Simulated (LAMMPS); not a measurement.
An MD run on a melt of ZnSe (zinc blende) with 75 % of Zn sites Cd, 1728 atoms, cooled from 2200 K to 300 K at 1e+13 K/s, at zero pressure.

Model: classical MD, pair style sw, file CdTeZnSeHgS0.sw (LAMMPS).

### Question
Give the most common Se-Zn-Se angle, the first peak of g(r), Cd-Se, the enthalpy per atom as this potential yields it.

### Answer
most common Se-Zn-Se angle: in the 3° bin centred on 109.5° (mean of all 109°); first peak of g(r), Cd-Se: 2.65 Å, height 9.5; enthalpy per atom: -2.187 eV (one sample).
